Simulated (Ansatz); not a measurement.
An Ansatz (a program for electronic structure) run: BP with a change (biaxial strain −1.02 %, plane normal [001], relaxed out of plane); Kohn–Sham DFT with the r2SCAN functional, run in Ansatz with PAW and 500 eV plane waves, no spin-orbit coupling, earlier PAW set.

Input:

Ansatz 0.2 input:
```yaml
crystal:
  lattice:
    - [3.174999445, 0, 0]
    - [0, 3.174999445, 0]
    - [1.5874997225, -1.5874997225, 2.2797670867]
  atoms:
    - { symbol: P, position: [0.25, 0.25, 0.5] }
    - { symbol: B, position: [0, 0, 0] }
basis: { ecutwfc: 500, ecutrho_ratio: 4, xc_grid: 4, fft_grid_basis: typed }
kpoints: { mp_grid: { grid: [12, 12, 12] } }
hamiltonian:
  xc: r2scan
  dispersion: none
  pseudopotentials: { azcp: { folder: ./paw }, kind: paw }
scf: { occupations: { method: fermi_dirac, width: 0.05 } }
relax: { f_tol: 0.005, max_steps: 50, cell: { stress_tol: 0.01, fix: [a, b, gamma] } }
output: { forces: true, stress: true }
checkpoint: { write: state.ck, write_every: 1000 }
```

Output (explanatory and most iteration lines left out):

```
Relaxation: its limit of steps is 50 (relax.max_steps)
Pseudopotential: P, paw, valence charge 5
Pseudopotential: B, paw, valence charge 3
Crystal: 2 atoms, lattice volume = 22.981 Å³
Basis set: ecut = 500 eV, 577 PW (Γ), exchange–correlation on 96×96×96 points (64 copies of the dense FFT grid, shifted against one another)
Bands: 8, of which v1, the nominal top of the filled ones, is band 4 counted from 1 (3 counted from 0)
Symmetry: 8 space group operations
Space group: I-4m2 (ITA 119), of the structure as read, at distance tolerance 2.8e-5 Å
k-points: 163 of 1728 (time reversal used)
Functional: x = r2scan, c = r2scan; τ floored in thin density (d = 2e-4 eV/Å³)
SCF iter   1: F=—  HF=-917.095085 eV  |F-HF|=—  |Δ(HF+E_count)|=         —  Δρ=8.87e-2  dr2=1.95e0  dr2_τ=2.24e-1  ethr=3.10e-3  ⟨swp⟩=6.3  Hψ=12364  notcnv=0
SCF iter   2: F=—  HF=-916.675440 eV  |F-HF|=—  |Δ(HF+E_count)|=   4.20e-1  Δρ=3.14e-2  dr2=1.55e-1  dr2_τ=1.38e-2  ethr=3.10e-3  ⟨swp⟩=2.6  Hψ=3864  notcnv=0
SCF 1 converged in 7 iterations: F = -916.682154 eV  dr2 = 4.22e-10
relax step   1: F+E_penalty+E_count = -916.68215359 eV  Δ(F+E_penalty+E_count) = +0.000e0 eV  max|allowed force component| = 2.776e-17 eV/Å  Δτ_max = 0.0000 Å  P = +2.681 GPa  Ω = 22.981 Å³  fix = [a, b, gamma]  reactions: a +4.205, b +4.205 GPa  (7 SCF iters, dr2 threshold 1.00e-7 eV, accepted)
[... steps on the carried basis left out ...]
relax step   3: F+E_penalty+E_count = -916.68218120 eV  Δ(F+E_penalty+E_count) = -7.630e-7 eV  max|allowed force component| = 2.255e-16 eV/Å  Δτ_max = 0.0000 Å  P = +2.854 GPa  Ω = 22.959 Å³  energy of the carried Pulay correction = +2.146e-6 eV  fix = [a, b, gamma]  reactions: a +4.282, b +4.282 GPa  (3 SCF iters, dr2 threshold 6.07e-9 eV, accepted)
Crystal: 2 atoms, lattice volume = 22.959 Å³
SCF iter   1: F=—  HF=-916.682179 eV  |F-HF|=—  |Δ(HF+E_count)|=         —  Δρ=4.59e-6  dr2=2.92e-9  dr2_τ=3.18e-10  ethr=5.39e-7  ⟨swp⟩=3.3  Hψ=16447  notcnv=0
SCF iter   2: F=—  HF=-916.682179 eV  |F-HF|=—  |Δ(HF+E_count)|=   1.83e-7  Δρ=2.35e-6  dr2=5.99e-10  dr2_τ=3.12e-11  ethr=3.65e-11  ⟨swp⟩=3.1  Hψ=2408  notcnv=0
SCF 4 converged in 5 iterations: F = -916.682179 eV  dr2 = 4.02e-14
SCF converged after 5 iterations
Free energy (F): -916.682179 eV
Internal energy: -916.682179 eV  (E = F + TS)
E sigma→0 (E₀):  -916.682179 eV
Entropy (-TS):   -0.000000 eV (-0.000 meV/atom)
Fermi energy:    10.123213 eV
--- Forces (eV/Å), atoms counted from 1 ---
  atom   1  P      0.00000000     0.00000000    -0.00000000
  atom   2  B     -0.00000000     0.00000000     0.00000000
--- Stress (GPa, compression-positive) ---
        4.281836      -0.000000      -0.000000
       -0.000000       4.281836       0.000000
       -0.000000       0.000000      -0.000777
  P = ⅓ Tr σ = 2.8543 GPa (28.543 kbar)
--- Relaxed structure (3 steps of the walk, 3 accepted, 1 SCFs on fresh bases) ---
  cell:  # Å, volume = 22.9593 Å³
    - [3.174999445, 0.0, 5.3768949597901865e-33]
    - [0.0, 3.174999445, 0.0]
    - [1.5874997225, -1.5874997225, 2.277568927151773]
  atoms:
    - { symbol: P, position: [0.24999999999999994, 0.25000000000000006, 0.5000000000000001] }
    - { symbol: B, position: [-5.156033823272528e-34, -1.3177747429038154e-82, -2.635549485807631e-82] }
```

Stability against distortions was not tested. The cell was made from BP in the zinc blende structure (space group F-43m, No. 216) by this change: biaxial strain −1.02 %, plane normal [001], relaxed out of plane.
